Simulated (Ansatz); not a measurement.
Base system: MgB2 (space group P6/mmm, No. 191; a = 3.064 Å, c = 3.498 Å; relaxed with 0.1 eV smearing).

Calculations: Ansatz (a program for electronic structure) PBEsol, no spin-orbit coupling.

Base values:

```
Quantity    Value
--------  -------
Pressure  0.0 GPa
```

It is then changed as follows: the cell is scaled by 0.9950 in all directions; the atoms relax in the strained cell.

Task: Estimate the effect on the energy relative to the base and pressure.

Result: The energy rises by 1.1 meV/atom; the pressure (mean of the normal stresses, compression positive) goes from zero to 2.4 GPa.

Stability against distortions was not tested. All final runs are without spin polarisation.
